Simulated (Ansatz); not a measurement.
Structure of amorphous Si$_{30}$N$_{41}$Lu (periodic cell):

```
CELL_PARAMETERS angstrom
      9.30532    -0.11565    -0.15099
     -0.11565     9.22797    -0.18627
     -0.15099    -0.18627     9.63387
ATOMIC_POSITIONS crystal
  Si 0.35069 0.47934 0.79385
  Si 0.53664 0.31464 0.10514
  Si 0.53507 0.66481 0.84700
  Si 0.00805 0.69922 0.01360
  Si 0.59383 0.53237 0.35504
  Si 0.73867 0.63782 0.62765
  Si 0.25609 0.52651 0.37178
  Si 0.02930 0.74242 0.34013
  Si 0.20250 0.29374 0.57289
  Si 0.48724 0.20837 0.66588
  Si 0.53417 0.00931 0.89738
  Si 0.14588 0.92012 0.93076
  Si 0.26129 0.75334 0.17501
  Si 0.41766 0.25077 0.37484
  Si 0.32853 0.13958 0.10206
  Si 0.79037 0.15490 0.74991
  Si 0.79197 0.76755 0.23470
  Si 0.21180 0.43705 0.06699
  Si 0.87435 0.31196 0.15727
  Si 0.26910 0.98429 0.65232
  Si 0.02966 0.20205 0.98678
  Si 0.99526 0.77150 0.76847
  Si 0.81634 0.98310 0.01030
  Si 0.78552 0.88636 0.55046
  Si 0.93865 0.45631 0.45766
  Si 0.03167 0.42694 0.79361
  Si 0.44536 0.72935 0.56197
  Si 0.32781 0.94445 0.35562
  Si 0.55970 0.80454 0.12887
  Si 0.65885 0.42069 0.87654
  N  0.71407 0.36891 0.05007
  N  0.34274 0.87586 0.52202
  N  0.62752 0.78099 0.57875
  N  0.49916 0.16260 0.49960
  N  0.15146 0.88146 0.75563
  N  0.34536 0.32078 0.09247
  N  0.41545 0.84744 0.22088
  N  0.54453 0.36114 0.28389
  N  0.17992 0.08975 0.99345
  N  0.90487 0.12715 0.09651
  N  0.94324 0.68558 0.17585
  N  0.40086 0.64769 0.71838
  N  0.07867 0.58879 0.42014
  N  0.64875 0.27830 0.75106
  N  0.18820 0.76725 0.01574
  N  0.95425 0.86870 0.93748
  N  0.90481 0.31668 0.33471
  N  0.25139 0.57102 0.19559
  N  0.87469 0.84955 0.38538
  N  0.16587 0.10977 0.56527
  N  0.25860 0.35048 0.41346
  N  0.63865 0.66206 0.23077
  N  0.49107 0.49421 0.92135
  N  0.32561 0.10969 0.27767
  N  0.94437 0.25429 0.83203
  N  0.97835 0.60484 0.85342
  N  0.34943 0.33320 0.68471
  N  0.75800 0.52653 0.47990
  N  0.69496 0.58422 0.78990
  N  0.72356 0.89653 0.13328
  N  0.42294 0.05119 0.75615
  N  0.51694 0.81933 0.94961
  N  0.82375 0.06359 0.59239
  N  0.16405 0.85597 0.29815
  N  0.04109 0.39567 0.61099
  N  0.71900 0.02857 0.86607
  N  0.50390 0.11983 0.04438
  N  0.88425 0.75844 0.63551
  N  0.19821 0.45265 0.88466
  N  0.04119 0.36310 0.08410
  N  0.43169 0.59664 0.43070
  Lu 0.97358 0.10110 0.41658
```

Methods: PBE, scalar-relativistic without spin-orbit coupling (Ansatz, an electronic-structure program); r2SCAN, scalar-relativistic without spin-orbit coupling (Ansatz); HSE06, scalar-relativistic without spin-orbit coupling (Ansatz). Neutral PBE cell, which sets geometry, pressure and energy: sampling: a 2×2×2 Γ-centred mesh; Fermi-Dirac width 0.02 eV; no spin polarisation. Exact exchange is cut at the faces of this 9 Å cell, which leaves hybrid gaps a finite-size error.

The cell was made by melting and quenching with the CHGNet potential and then relaxed with DFT. N atoms were pushed apart under 1.9 Å during the dynamics, to hinder bonds among them. The hot cell started wider than the set density and was brought back towards it in steps. It is the lowest in DFT energy of 2 quenches. It is a model cell: composition and starting density were chosen by hand, and all elements were melted together. No dispersion term was used. Its density started from a set value of 3.24 and ended at 3.20 g/cm³. The quench (nominally 300 K/ps over its main leg) was far faster than any real one, so the model tends to hold more defects than a real film. Values belong to this one cell and scatter from quench to quench. Volume and shape were free in the relaxation.

Q: Give the pressure, the energy against reference phases and the spacing of the highest filled and lowest empty levels.

A: 
```json
{
  "Pressure on a 2×2×2 Γ-centred mesh": "0.1 kbar",
  "Largest force and stress component on that mesh (the relaxation ran on the zone centre alone)": "0.09 eV/Å and 0.1 GPa",
  "Energy relative to beta Si3N4 + hcp Lu + N2 gas (lowest mix at this level among the phases computed, not always the ambient ones)": "251 meV/atom",
  "Level gap on a 2×2×2 Γ-centred mesh (PBE)": "2.41 eV",
  "Level gap at the zone centre (PBE)": "2.44 eV",
  "Level gap at the zone centre (r2SCAN)": "2.85 eV",
  "Level gap at the zone centre (HSE06)": "3.71 eV",
  "Distance between the nearest levels spread over more than a fifth of the atoms or a third of the atoms of their main element (six at least) (PBE, zone centre)": "3.15 eV"
}
```

Q: At PBE and the zone centre, how localised are the states just below and above the Fermi level (participation number: the atoms over which a state spreads)?

A: The highest filled state is spread over 3.3 atoms' worth, largest on N34, with weights by element (charge in smoothed Voronoi cells) N 0.88, Si 0.12, Lu 0.00. The lowest empty state is spread over 51.1 atoms' worth, largest on Si30, with weights by element (charge in smoothed Voronoi cells) N 0.51, Si 0.47, Lu 0.02.

At PBE the levels at the filled edge of the gap are localised (band-tail or defect states), and the nearest spread-out levels lie 3.1 eV apart at the zone centre.

Bonds are counted up to Si-Si 2.60 Å, Si-N 2.06 Å, Si-Lu 3.28 Å, N-N 1.70 Å, N-Lu 2.84 Å, Lu-Lu 4.11 Å. Two cations that share two anions don't count as bonded, nor two that share one unless they lie closer than Si-Si 2.38 Å, Si-Lu 3.19 Å, Lu-Lu 4.00 Å.

Added carriers, by PBE, scalar-relativistic without spin-orbit coupling (Ansatz) on the zone centre alone. Charged cells keep the cell fixed and stand in a uniform background, with no image correction, at a width of 0.01 eV; where the count is odd the moment is locked at 1 μB, unless the neutral cell bore moments. Each starts from the undistorted neutral geometry alone. PBE's self-interaction favours spread-out carriers, so it can miss traps that a hybrid finds.

Q: What happens at PBE when the cell takes an extra electron and the atoms relax?

A: Relaxation lowers the charged cell by 0.08 eV. The largest moves are Si26 0.05 Å, Si30 0.05 Å, Si12 0.04 Å, N68 0.04 Å. The level that holds the added charge spreads over 40.7 atoms' worth, most on Si30 (weight 0.06): a carrier spread over the cell. No bond crosses its cut-off with a change of over 0.15 Å (metal-metal contacts aside). Made neutral again at that geometry, the cell lies +0.12 eV from the neutral start.

Q: What happens at PBE when the cell takes a hole and the atoms relax?

A: Relaxation lowers the charged cell by 0.22 eV. The largest moves are Si10 0.08 Å, N34 0.07 Å, Si14 0.07 Å, N32 0.07 Å. The level that was emptied spreads over 3.4 atoms' worth, most on N34 (weight 0.52): a localised (trapped) carrier, which neighbours of that atom can share. No bond crosses its cut-off with a change of over 0.15 Å (metal-metal contacts aside). Made neutral again at that geometry, the cell lies +0.40 eV from the neutral start.

A PBE run started with 1 μB on atoms that lack a bond or may hold spare charge lost its moments; other starts weren't tried.
